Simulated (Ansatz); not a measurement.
Cost and result by functional for the surface energy of the (0001) surface of hcp Os in its 1x1 cell, outermost plane spacing 2.17 Å in the ideal cut, in Ansatz (plane waves, PAW). Single points on the PBE structure, on one kind of machine; costs are rough ratios of the slab run's core time (references not counted) to the cheapest single point. r2SCAN's cost holds its higher cutoff (500 against 420 eV). Differences are taken against r2SCAN for comparison alone: no measured value is at hand, so the table doesn't rank accuracy.

Slab: 6 atoms, 10.9 Å thick at the start; k 16x16x1, smearing 0.1 eV, dipole-corrected; all atoms relaxed; symmetry of the start imposed; no spin, no spin-orbit, no U. These notes are the PBE run's.

```
functional                     relative cost  surface energy (J/m²)  less r2SCAN (J/m²)
-----------------------------  -------------  ---------------------  ------------------
PBEsol                                     1                   3.38                0.18
RPBE                                       1                   2.74               -0.46
LDA                                        1                   3.52                0.32
r2SCAN                                     2                   3.20                0.00
PBE (the relaxed run's value)              –                   2.96               -0.24
```

The values span 0.78 J/m², while the single points' costs differ by a factor of roughly 2. Differences are of unrounded values.

Ansatz is a first-principles code.
